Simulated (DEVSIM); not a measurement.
Device: abrupt Ge n-p junction, at 300 K.

```tsv
layer (left to right)	material	thickness (μm)	Nd (cm⁻³)	Na (cm⁻³)	τn (s)	τp (s)
1	Ge	0.130	2.9e16	-	2.9e-5	2.9e-5
2	Ge	12.0	-	8.4e16	2.9e-5	2.9e-5
```

Left contact: ohmic. Right contact: ohmic. Voltage is applied to the left contact. Recombination: SRH at mid-gap, Auger. Mobility is μmin + (μ − μmin)/(1 + (N/Nref)^α).

Constants are typed, rounded textbook-type inputs, not results; the design itself was drawn at random and stands for no fabricated device. Values at 300 K.

```csv
parameter,Ge
gap (eV),0.664
affinity (eV),4
permittivity,16
Nc (cm⁻³),1.04e19
Nv (cm⁻³),6e18
μn (cm²/Vs),3900
μp (cm²/Vs),1900
"μn,min",150
"μp,min",100
"Nref,n",2.6e17
"Nref,p",4e17
αn,0.56
αp,0.6
Cn (cm⁶/s),1e-31
Cp (cm⁶/s),1e-31
```

DEVSIM, 1D drift-diffusion, Boltzmann statistics, complete ionisation; no tunnelling, impact ionisation, image-force lowering or self-heating.

The thickness of layer 1 was swept, all else fixed.

```
thickness of layer 1 (μm)  largest field in the device at zero bias (V/cm)  dark forward voltage at 100 A/cm² (V)
-------------------------  -----------------------------------------------  -------------------------------------
0.026                                                                65000                                  0.176
0.045                                                                    ?                                      ?
0.078                                                                46000                                  0.205
0.13                                                                 42000                                  0.233
0.22                                                                 41000                                  0.256
0.39                                                                 41000                                  0.277
0.65                                                                 41000                                  0.291
```

Problem. Some entries are withheld; supply them.

Solution. 
- 0.045, largest field in the device at zero bias (V/cm): 55000
- 0.045, dark forward voltage at 100 A/cm² (V): 0.187
